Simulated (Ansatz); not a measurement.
## Input and output of a self-consistent single point for AgCl (Fm-3m, 2 atoms in the cell) (Ansatz)

Level of theory: PBE (plane waves, PAW; Ansatz, a program for electronic structure).

The input file:

Ansatz 0.2 input:
```yaml
crystal:
  lattice:
    - [0.000000, 2.761125, 2.761125]
    - [2.761125, 0.000000, 2.761125]
    - [2.761125, 2.761125, 0.000000]
  atoms:
    - { symbol: Ag, position: [0.000000, 0.000000, 0.000000] }
    - { symbol: Cl, position: [0.500000, 0.500000, 0.500000] }
basis:
  ecutwfc: 30.9 Ry
kpoints:
  mp_grid: { grid: [8, 8, 8] }
hamiltonian:
  xc: pbe
  pseudopotentials: { kind: paw }
scf:
  occupations: { method: fermi_dirac, width: 0.0015 Ry }
output:
  forces: true
  eigenvalues: true
  stress: true
```

Output (repeated stretches shortened):

```
WARN ansatz: RAYON_NUM_THREADS=1 ignored (pool sized by the plan → 1); use --threads N
Pseudopotentials: kind: paw
Pseudopotential: Ag, paw, valence charge 19
Pseudopotential: Cl, paw, valence charge 7
Crystal: 2 atoms, lattice volume = 42.101 Å³
Basis set: ecut = 420.4159175005146 eV, 869 PW (Γ), exchange–correlation on 54×54×54 points (8 copies of the dense FFT grid, shifted against one another)
Bands: 17, of which v1, the nominal top of the filled ones, is band 13 counted from 1 (12 counted from 0)
Symmetry: 48 space group operations
Space group: Fm-3m (ITA 225), of the structure as read, at distance tolerance 3.5e-5 Å
k-points: 29 of 512
Initial density: superposition of atomic densities (neutral atoms: chi_scale 0, normalization atom), corrected by the library's trained network
Initial wavefunctions: pseudopotential atomic-orbital guess
Eigensolver: davidson
Functional: x = pbe(κ = 0.804, μ = 0.2195149727645171), c = pbe(β = 0.06672455060314922)
SCF iter   1: F=—  HF=-8670.883815 eV  |F-HF|=—  |Δ(HF+E_count)|=         —  Δρ=6.33e-4  dr2=1.07e-4  ethr=1.77e-3  ⟨swp⟩=5.5  Hψ=2417  notcnv=0
all-band conjugate gradients solve this SCF's bands
preconditioner: auto → none
SCF iter   2: F=—  HF=-8670.884466 eV  |F-HF|=—  |Δ(HF+E_count)|=   6.51e-4  Δρ=2.47e-4  dr2=1.68e-5  ethr=4.12e-7  ⟨swp⟩=2.8  Hψ=1235  notcnv=0
SCF iter   3: F=—  HF=-8670.884473 eV  |F-HF|=—  |Δ(HF+E_count)|=   7.02e-6  Δρ=1.37e-4  dr2=3.05e-6  ethr=6.48e-8  ⟨swp⟩=2.0  Hψ=726  notcnv=0
SCF iter   4: F=—  HF=-8670.884479 eV  |F-HF|=—  |Δ(HF+E_count)|=   6.57e-6  Δρ=4.52e-5  dr2=3.39e-7  ethr=1.17e-8  ⟨swp⟩=2.0  Hψ=720  notcnv=0
iter 5 did not close the SCF: its close was put off for the readings that it lacked (scf_convergence_deferred on its scf_iter line)
SCF iter   5: F=-8670.884480 eV  HF=-8670.884480 eV  |F-HF|=5.23e-8  |Δ(HF+E_count)|=   1.11e-6  Δρ=9.00e-6  dr2=1.41e-8  ethr=1.31e-9  ⟨swp⟩=2.0  Hψ=753  notcnv=0
SCF iter   6: F=-8670.884480 eV  HF=-8670.884480 eV  |F-HF|=5.98e-9  |Δ(HF+E_count)|=   6.20e-8  Δρ=5.26e-6  dr2=1.01e-8  ethr=5.44e-11  ⟨swp⟩=2.0  Hψ=1699  notcnv=0
SCF 1 converged in 6 iterations: F = -8670.884480 eV  dr2 = 1.01e-8
SCF converged after 6 iterations
Free energy (F): -8670.884480 eV
Harris-Foulkes:  -8670.884480 eV  (|F-HF|=5.98e-9)
Internal energy: -8670.884480 eV  (E = F + TS)
E sigma→0 (E₀):  -8670.884480 eV
Fermi energy:    8.805454 eV
--- Per-component energies (eV) ---
  E_band       = -354.005142
  E_kinetic    = 689.639118
  E_local      = -3190.635463  (includes V_loc(G=0)·N_el)
  E_nonlocal   = 112.606886
  E_hartree    = 1401.310749
  E_xc         = -290.218376
  E_vxc        = -354.502419  (∫ρ·V_xc dr)
  E_paw        = -4564.816076  (= ΣΔE_a)
  E_vpaw       = -413.741353  (= ΣTr[D̂ρ^β])
  E_aug_tail   = 0.000409  (compensation charges beyond the density's cutoff)
  E_ewald      = -2828.771727
  E_smearing   = -0.000000  (= −TS)
  E_closure    = 0.000000  (closes the sum)
  Σ components = -8670.884480   (vs F -8670.884480, Δ=0.00e0)
--- Forces (eV/Å), atoms counted from 1 ---
  atom   1  Ag    -0.00000000     0.00000000    -0.00000000
  atom   2  Cl     0.00000000    -0.00000000     0.00000000
  max |Σ_I F_I| component: 2.07e-30 eV/Å
--- Stress (GPa, compression-positive) ---
        2.289012       0.000000       0.000000
        0.000000       2.289012      -0.000000
        0.000000      -0.000000       2.289012
  P = ⅓ Tr σ = 2.2890 GPa (22.890 kbar)
  The stress holds the Pulay correction. Without it, at fixed plane waves, as pw.x and ABINIT print it: P = 2.2507 GPa
--- Band table (eV; the first three rows and the last of 29) ---
  k-point 0: bands = ["-81.4143", "-44.9509", "-44.9509", "-44.9509", "-6.9088", "5.8310", "5.8310", "5.8310", "5.8724", "5.8724", "5.9534", "5.9534", "5.9534", "9.2344", "19.0138", "19.0138", "19.0138"]
  k-point 1: bands = ["-81.4143", "-44.9513", "-44.9509", "-44.9509", "-6.8464", "5.1088", "5.1680", "5.1680", "5.8871", "5.8871", "6.1256", "6.7281", "6.7281", "9.9537", "17.7243", "18.7211", "18.7211"]
  k-point 2: bands = ["-81.4143", "-44.9524", "-44.9511", "-44.9511", "-6.6891", "4.0621", "4.5836", "4.5836", "6.0168", "6.0168", "6.2806", "7.5053", "7.5053", "11.2783", "16.1056", "17.4412", "17.4412"]
  k-point 28: bands = ["-81.4142", "-44.9529", "-44.9529", "-44.9521", "-6.3991", "4.0409", "4.2504", "4.2504", "6.2955", "6.2955", "6.3327", "6.3350", "7.1176", "12.5356", "16.1913", "16.1913", "16.3174"]
```

The run converged in 6 iterations.

The starting cell has typed, rounded lattice constants, without a prior relaxation at this level. Its lattice was rescaled by up to half a per cent. Ansatz's pressure includes its estimate of the finite-basis (Pulay) stress.
